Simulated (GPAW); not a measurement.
GPAW run on NiGePd (P4/nmm, 6 atoms in the cell): self-consistent single point.

Method: PBEsol, GPAW PAW datasets PBEsol (made by gpaw-setup) (plane waves; GPAW 25.7.0).

The change in words: lattice scaled by 0.98. Reference geometry:
```xyz
6
Lattice="3.6174 0.0000 0.0000 0.0000 3.6174 0.0000 0.0000 0.0000 6.2300" Properties=species:S:1:pos:R:3 pbc="T T T"
Ni     1.8087     1.8087     0.0000
Ni     0.0000     0.0000     0.0000
Ge     1.8087     0.0000     1.5202
Ge     0.0000     1.8087     4.7098
Pd     1.8087     0.0000     3.9856
Pd     0.0000     1.8087     2.2444
```

Reference input (self-consistent single point, DFT PBEsol, plane waves, GPAW PAW datasets PBEsol (made by gpaw-setup)): mode = pw; ecut = 850 eV; xc = PBEsol; kpts = 7 7 5; mesh shift (steps) = 0 0 0; occupations.name = methfessel-paxton; occupations.width = 0.136 eV; occupations.order = 0; nbands = -10; convergence.forces = 0.001 eV/Å; symmetry.symmorphic = false; symmetry.tolerance = 0.0005. This run's input differs from it in these lines:

```diff
@@ -5,5 +5,5 @@
 atoms = Atoms(['Ni', 'Ni', 'Ge', 'Ge', 'Pd', 'Pd'],
-              cell=[[3.617401, 0.000000, 0.000000],
-                    [0.000000, 3.617401, 0.000000],
-                    [0.000000, 0.000000, 6.229986]],
+              cell=[[3.545053, 0.000000, 0.000000],
+                    [0.000000, 3.545053, 0.000000],
+                    [0.000000, 0.000000, 6.105386]],
               scaled_positions=[[0.500000, 0.500000, 0.000000],
```

Output (repeated stretches shortened):

```
     iter     time        total  log10-change:
                         energy   eigst   dens  force
iter:   1 --:--:--   -52.937831
iter:   2 --:--:--   -42.684406   -0.36  -1.23
iter:   3 --:--:--   -38.581542   -0.58  -1.35
iter:   4 --:--:--   -38.071620   -1.62  -1.50
iter:   5 --:--:--   -38.317092   -1.25  -1.60
iter:   6 --:--:--   -38.442452   -2.38  -1.79
iter:   7 --:--:--   -37.879315   -1.78  -1.85
iter:   8 --:--:--   -37.888604   -2.60  -2.35
iter:   9 --:--:--   -37.870056c  -3.14  -2.44
iter:  10 --:--:--   -37.862669c  -2.92  -2.51
iter:  11 --:--:--   -37.861380c  -4.07  -2.83
iter:  12 --:--:--   -37.861051c  -3.61  -2.94
iter:  13 --:--:--   -37.860600c  -4.80  -3.09
iter:  14 --:--:--   -37.860652c  -4.88  -3.24
iter:  15 --:--:--   -37.860217c  -5.06  -3.38
iter:  16 --:--:--   -37.860202c  -6.04  -3.78
iter:  17 --:--:--   -37.860187c  -5.82  -3.94
iter:  18 --:--:--   -37.860190c  -6.24  -4.12c
iter:  19 --:--:--   -37.860193c  -6.76  -4.21c
iter:  20 --:--:--   -37.860193c  -7.42c -4.29c
iter:  21 --:--:--   -37.860192c  -7.59c -4.37c -2.29
iter:  22 --:--:--   -37.860190c  -7.48c -4.41c -2.50
iter:  23 --:--:--   -37.860190c  -7.71c -4.51c -2.84
iter:  24 --:--:--   -37.860190c  -7.73c -4.60c -2.22
iter:  25 --:--:--   -37.860190c  -8.58c -4.78c -3.40c
Converged after 25 iterations.

Dipole moment: (-0.000000, -0.000000, -0.000000) |e|*Ang

Energy contributions relative to reference atoms: (reference = -471097.897908)

Kinetic:        +59.470365
Potential:      -54.810450
External:        +0.000000
XC:             -42.351076
Entropy (-ST):   -0.006520
Local:           -0.165769
SIC:             +0.000000
--------------------------
Free energy:    -37.863450
Extrapolated:   -37.860190

Showing only first 2 kpts
 Kpt  Band  Eigenvalues  Occupancy
  0    34     10.36458    2.00000
  0    35     10.36458    2.00000
  0    36     10.41636    2.00000
  0    37     15.00206    0.00000

  1    34     10.41636    2.00000
  1    35     10.93370    0.96676
  1    36     10.93370    0.96676
  1    37     14.48610    0.00000

Fermi level: 10.92970

No gap
   [... lines left out ...]
  0 Ni    0.00000    0.00000    0.00000
  1 Ni    0.00000    0.00000    0.00000
  2 Ge    0.00000    0.00000    0.39180
  3 Ge    0.00000    0.00000   -0.39180
  4 Pd    0.00000    0.00000   -0.01050
  5 Pd    0.00000    0.00000    0.01050

Stress tensor:
    -0.054932     0.000000     0.000000
     0.000000    -0.054932     0.000000
     0.000000     0.000000    -0.065691
Stress (GPa, Voigt): [ -8.8011  -8.8011 -10.5248   0.       0.       0.    ]
```

The run converged in 25 iterations. GPAW prints stress with tension positive. Against the reference run the free energy goes up by 14.4 meV/atom, the pressure goes from -2.90 to 9.38 GPa and the largest force goes from 0.208 to 0.392 eV/Å.

The starting cell comes from a database of computed structures (which also holds hypothetical and non-ambient phases and stackings), without a prior relaxation at this level. Its lattice was rescaled by a random factor within 2.5 % of one. For this run, on top of that: lattice scaled by 0.98. Spin polarisation is off. With a pressure of about 9 GPa the cell is away from its equilibrium volume at this level.

Cost on one core of a shared machine: roughly 5 min.
